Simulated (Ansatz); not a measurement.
Ansatz (a quantum-chemistry and plane-wave program) run on SrAuO2 (P1, 8 atoms in the cell): self-consistent single point.

Level of theory: LDA (PW92), PAW files made with PBE (plane waves; Ansatz).

The change in words: lattice scaled by 0.98. Reference geometry:
```
CELL_PARAMETERS angstrom
      3.58483    -4.98205     0.00000
      3.58483     4.98205     0.00000
     -0.00199     0.00000     3.67160
ATOMIC_POSITIONS crystal
  Sr 0.50063 0.02260 0.99191
  Sr 0.01289 0.50479 0.01435
  Au 0.00292 0.99796 0.51409
  Au 0.50713 0.50055 0.48735
  O  0.68893 0.28408 0.47048
  O  0.30783 0.71523 0.51589
  O  0.72707 0.73102 0.80805
  O  0.25261 0.24378 0.19789
```

Reference input (self-consistent single point, DFT, LDA (PW92), plane waves, PAW files made with PBE): kpoints.mp_grid.grid = 3 3 5; hamiltonian.xc = lda; hamiltonian.pseudopotentials = {kind: paw} (the program's default PAW files); scf.occupations.method = fixed. This run's input differs from it in these lines:

Ansatz 0.2 input:
```diff
@@ -3,14 +3,14 @@
   lattice:
-    - [3.58483500, -4.98205500, 0.00000000]
-    - [3.58483500, 4.98205500, 0.00000000]
-    - [-0.00198700, 0.00000000, 3.67159900]
+    - [3.51313800, -4.88241400, 0.00000000]
+    - [3.51313800, 4.88241400, 0.00000000]
+    - [-0.00194700, 0.00000000, 3.59816700]
   atoms:
-    - { symbol: Sr, position_ang: [1.87571647, -2.38157175, -0.02971792] }
-    - { symbol: Sr, position_ang: [1.85574737, 2.45066289, 0.05267643] }
-    - { symbol: Au, position_ang: [0.00210807, -0.02470601, 1.88751397] }
-    - { symbol: Au, position_ang: [3.61140175, -0.03281680, 1.78935744] }
-    - { symbol: O, position_ang: [3.48713112, -2.01700489, 1.72741757] }
-    - { symbol: O, position_ang: [3.66645471, 2.02969917, 1.89414488] }
-    - { symbol: O, position_ang: [5.22540288, 0.01970403, 2.96685026] }
-    - { symbol: O, position_ang: [1.77909022, -0.04396165, 0.72655437] }
+    - { symbol: Sr, position_ang: [1.83820198, -2.33394036, -0.02912356] }
+    - { symbol: Sr, position_ang: [1.81863227, 2.40164968, 0.05162290] }
+    - { symbol: Au, position_ang: [0.00206605, -0.02421189, 1.84976368] }
+    - { symbol: Au, position_ang: [3.53917354, -0.03216046, 1.75357029] }
+    - { symbol: O, position_ang: [3.41738833, -1.97666484, 1.69286921] }
+    - { symbol: O, position_ang: [3.59312544, 1.98910523, 1.85626197] }
+    - { symbol: O, position_ang: [5.12089459, 0.01930995, 2.90751324] }
+    - { symbol: O, position_ang: [1.74350832, -0.04308242, 0.71202328] }
 kpoints:
```

Output, abridged:

```
SCF iter   1: F=—  HF=-34856.535923 eV  |F-HF|=—  |Δ(HF+E_count)|=         —  Δρ=1.52e-1  dr2=6.52e1  ethr=3.10e-3  ⟨swp⟩=6.8  Hψ=5168  notcnv=0  defer=139
all-band conjugate gradients solve this SCF's bands
   [... lines left out ...]
SCF iter  10: F=—  HF=-34844.660581 eV  |F-HF|=—  |Δ(HF+E_count)|=   3.34e-6  Δρ=2.19e-4  dr2=5.16e-5  ethr=1.04e-7  ⟨swp⟩=2.0  Hψ=1821  notcnv=0  defer=154
SCF iter  11: F=—  HF=-34844.660572 eV  |F-HF|=—  |Δ(HF+E_count)|=   8.35e-6  Δρ=5.69e-5  dr2=3.35e-6  ethr=6.30e-8  ⟨swp⟩=2.0  Hψ=1746  notcnv=0  defer=154
SCF iter  12: F=—  HF=-34844.660572 eV  |F-HF|=—  |Δ(HF+E_count)|=   3.41e-8  Δρ=1.70e-5  dr2=3.52e-7  ethr=4.08e-9  ⟨swp⟩=2.0  Hψ=1641  notcnv=0  defer=154
SCF iter  13: F=-34844.660572 eV  HF=-34844.660572 eV  |F-HF|=3.13e-8  |Δ(HF+E_count)|=   3.21e-9  Δρ=9.02e-6  dr2=7.48e-8  ethr=1.22e-10  ⟨swp⟩=16.8  Hψ=7168  notcnv=0
SCF 1 converged in 13 iterations: F = -34844.660572 eV  dr2 = 7.48e-8
Free energy (F): -34844.660572 eV
Internal energy: -34844.660572 eV  (E = F + TS)
E sigma→0 (E₀):  -34844.660572 eV
Fermi energy:    10.290338 eV
--- Forces (eV/Å), atoms counted from 1 ---
  atom   1  Sr    -0.65913599    -0.70126724    -0.31368423
  atom   2  Sr     0.07066689     0.03697637    -0.08130004
  atom   3  Au    -0.67332017     0.08858225     0.07298649
  atom   4  Au    -1.16788143     1.58649658    -0.12488755
  atom   5  O      1.06748470    -1.10455792     0.48066386
  atom   6  O     -0.52576573    -0.02135421    -0.38762092
  atom   7  O      2.16217851    -0.46901091    -0.56023697
  atom   8  O     -0.27425903     0.58419978     0.91404337
--- Stress (GPa, compression-positive) ---
       -6.811840      -0.318850       3.815190
       -0.318850      -0.051380      -0.033946
        3.815189      -0.033947      -3.225793
  P = ⅓ Tr σ = -3.3630 GPa (-33.630 kbar)
  The stress holds the Pulay correction. Without it, at fixed plane waves, as pw.x and ABINIT print it: P = -3.7221 GPa
```

The run converged in 13 iterations. Against the reference run the free energy falls by 39.4 meV/atom, the pressure goes from -9.35 to -3.36 GPa, the largest force goes from 2.040 to 2.282 eV/Å and the gap on the mesh goes from 1.551 to 1.684 eV.

The starting cell comes from a database of computed structures (which also holds hypothetical and non-ambient phases and stackings), without a prior relaxation at this level. Its atoms were displaced at random from the sites of space group no. 12. For this run, on top of that: lattice scaled by 0.98. Spin-orbit coupling is off. With a pressure of about -3 GPa the cell is away from its equilibrium volume at this level. Forces in this geometry exceed 1 eV/Å. Ansatz's pressure includes its estimate of the finite-basis (Pulay) stress.
